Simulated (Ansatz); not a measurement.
Ti2InC (P6₃/mmc, No. 194; cell taken from a computed entry), treated with PBEsol (Ansatz, a quantum-chemistry and plane-wave program, PAW).

Run with plane-wave cutoff 520 eV, 24×24×4 k mesh (along the axes of the cell as run), Fermi–Dirac smearing 0.046 eV (set by the program), no spin polarisation, scalar-relativistic PAW data made under PBE.

Computed at the level's own relaxed cell.

Hill averages of the elastic tensor: K = 139.3 GPa, G = 105.9 GPa. Volume 14.667 Å³/atom, mean atomic mass 55.641 u.

Problem. Work out the density, the sound velocities of a polycrystal and the elastic Debye temperature at this level.

Solution. ρ = 1.66054 × 55.641/14.667 = 6.299 g/cm³. v_l = √[(K + 4G/3)/ρ] = 6.673 km/s and v_t = √(G/ρ) = 4.100 km/s. The mean follows from 3/v_m³ = 1/v_l³ + 2/v_t³: v_m = 4.525 km/s. Θ_D = (ħ/k_B) v_m (6π²/V)^(1/3) = 76.38 K Å s/km × 4.525 × 1.5923 Å⁻¹ = 550 K, counting all atoms of the cell.

Note: the relaxation could not lower the start's symmetry, so the cell can be a saddle point above a distorted one.
